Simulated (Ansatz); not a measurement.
# By hand: formation energy of MgTe (zinc blende, F-43m) from the elements

This concerns the formation energy of MgTe (zinc blende, F-43m) from the elements. Reaction: Te (P3₁21) + Mg (hcp) → MgTe (zinc blende). A negative value means that the right-hand side lies lower. The value is per atom of the solid.

MgTe (zinc blende, F-43m), 2 atoms in the cell. Conventional cell: a = b = c = 6.4117 Å, α = β = γ = 90.00°.

Ansatz (an electronic-structure program) with PAW potentials; structures come from PBE+D3(BJ) relaxations, nuclei static, no net charge. Ansatz runs with its default PAW set. The runs are scalar-relativistic, without spin-orbit coupling.

Total energies of the cells in eV, at zero smearing width. They compare only within one column; the weights balance every element.

```
cell                atoms  weight    PBE+D3(BJ)
------------------  -----  ------  ------------
MgTe (zinc blende)      2      +3   -8906.10538
Te (P3₁21)              3      −1  -20941.18671
Mg (hcp)                2    −3/2   -3848.18914
```

PBE+D3(BJ): 3 × (-8906.10538) − (-20941.18671) − 3/2 × (-3848.18914) = -4.846 eV; dividing by 6 atoms gives -0.81 eV/atom.

What follows from the PBE+D3(BJ) value: A formula unit of MgTe has 2 atoms, so it forms with -0.8076 × 2 = -1.615 eV, or -155.8 kJ/mol at 96.485 kJ/mol per eV.
